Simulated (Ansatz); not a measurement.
## AlN, response to strain

The parent structure is AlN in the wurtzite structure (space group P6_3mc, No. 186).

```
AlN
1.0
    3.13030     0.00000     0.00000
   -1.56515     2.71092     0.00000
    0.00000     0.00000     5.01801
Al N
2 2
Direct
  0.66667   0.33333   0.00337
  0.33333   0.66667   0.50337
  0.66667   0.33333   0.62183
  0.33333   0.66667   0.12183
```

Cartesian axes are those of the cell as printed.

Strains are applied to the cell and any free atomic positions relax; under biaxial strain the out-of-plane vector relaxes too.

Level of theory: DFT with PBE, PAW potentials and a 420 eV plane-wave cutoff in Ansatz (a first-principles code), no spin-orbit coupling.

Candidates:
(a) isotropic strain −1.98 %
(b) isotropic strain −4.41 %
(c) biaxial strain +0.63 %, plane normal [001], relaxed out of plane

Base values:

| Item | Result |
|---|---|
| Band gap | 4.03 eV |

Problem. Order them by band gap, lowest first.

Solution. (c) biaxial strain +0.63 %, plane normal [001], relaxed out of plane (3.91 eV), (a) isotropic strain −1.98 % (4.56 eV), (b) isotropic strain −4.41 % (5.10 eV)

Stability against distortions was not tested.
